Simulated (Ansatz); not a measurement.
TiSi (model structure, started from the NbAs type, I4₁md, No. 109, 4 atoms in the cell)

Calculation: PBEsol (plane waves, PAW; Ansatz, a first-principles code).

Settings: plane-wave cutoff 520 eV, 22×22×22 k mesh, Fermi–Dirac smearing 0.05 eV, no spin polarisation, scalar-relativistic PAW data made under PBE.

Cell (relaxed at this level):

```cif
data_Si4Ti4
_chemical_formula_sum 'Ti4 Si4'
_space_group_name_H-M_alt 'I41md'
_space_group_IT_number 109
_space_group_name_Hall 'I 4bw -2'
_cell_length_a 2.69926
_cell_length_b 2.69926
_cell_length_c 16.56262
_cell_angle_alpha 90.000
_cell_angle_beta 90.000
_cell_angle_gamma 90.000
loop_
_atom_site_label
_atom_site_type_symbol
_atom_site_symmetry_multiplicity
_atom_site_Wyckoff_symbol
_atom_site_fract_x
_atom_site_fract_y
_atom_site_fract_z
_atom_site_occupancy
Ti1 Ti 4 a 0.00000 0.00000 0.26398 1
Si1 Si 4 a 0.00000 0.00000 0.65202 1
```
(The calculation used a cell of 4 atoms; values per cell refer to that cell.)

| Item | Value |
|---|---|
| bulk modulus B0 | 121 GPa |

Note: the bulk modulus is −V dP/dV from two relaxed cells at ±2 % in volume; the relaxation could raise the start's symmetry but not lower it, so the cell can be a saddle point.

The computed numbers hold no vibrational or temperature effects.

Cost on a shared machine: about 26 core-minutes (a rough figure).

A model structure was made by putting elements into a prototype or built by hand; it is no filed structure, need not be a known phase, and can be a saddle point held by its symmetry.
